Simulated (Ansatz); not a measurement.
# Ta$_{4}$N$_{5}$ (space group I4/m, No. 87; a cell from a computed database, its experimental status unchecked)

```
CELL_PARAMETERS angstrom
     -3.41183     3.41183     2.12831
      3.41183    -3.41183     2.12831
      3.41183     3.41183    -2.12831
ATOMIC_POSITIONS crystal
  Ta 0.21556 0.60483 0.82040
  Ta 0.78444 0.39517 0.17960
  Ta 0.39517 0.21556 0.61073
  Ta 0.60483 0.78444 0.38927
  N  0.50000 0.50000 0.00000
  N  0.09176 0.30610 0.39786
  N  0.90824 0.69390 0.60214
  N  0.69390 0.09176 0.78566
  N  0.30610 0.90824 0.21434
```

The values are results of DFT with PBEsol, PAW potentials and a 420 eV plane-wave cutoff in Ansatz (an electronic-structure program), scalar-relativistic without spin-orbit coupling, not measurements. k-mesh 13×13×13 (Γ-centred); smearing 0.05 eV (Fermi–Dirac).

```json
{
 "volume_per_atom": "11.01 Å³",
 "density": "13.30 g/cm³",
 "band_gap": "zero",
 "total_energy": "-4569.967 eV/atom (σ→0; compares only within this code and set-up)"
}
```

No phonon test of stability was made. All final runs are without spin polarisation. An odd electron count without spin: Ta4N5.
